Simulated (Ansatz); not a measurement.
System: zinc-blende LaN (model structure). Method: LDA in Ansatz (plane waves, PAW).

Run with plane-wave cutoff 500 eV, 12×12×12 k mesh, Fermi–Dirac smearing 0.05 eV, scalar-relativistic PAW data made under PBE.

Cell (relaxed at this level):

```cif
data_La4N4
_chemical_formula_sum 'La4 N4'
_space_group_name_H-M_alt 'F-43m'
_space_group_IT_number 216
_space_group_name_Hall 'F -4 2 3'
_cell_length_a 5.50513
_cell_length_b 5.50513
_cell_length_c 5.50513
_cell_angle_alpha 90.000
_cell_angle_beta 90.000
_cell_angle_gamma 90.000
loop_
_atom_site_label
_atom_site_type_symbol
_atom_site_symmetry_multiplicity
_atom_site_Wyckoff_symbol
_atom_site_fract_x
_atom_site_fract_y
_atom_site_fract_z
_atom_site_occupancy
La1 La 4 a 0.00000 0.00000 0.00000 1
N1 N 4 d 0.75000 0.75000 0.75000 1
```
(The calculation used a cell of 2 atoms; values per cell refer to that cell.)

**Question.** What does this level give for the band gap?

**Answer.** 
band gap: 1.02 eV (on the SCF k mesh)

Note: the relaxation could raise the start's symmetry but not lower it, so the cell can be a saddle point.

Spin–orbit coupling is not included.

A model structure was made by putting elements into a prototype or built by hand; it is no filed structure, need not be a known phase, and can be a saddle point held by its symmetry.

Ansatz is a quantum-chemistry and plane-wave program.
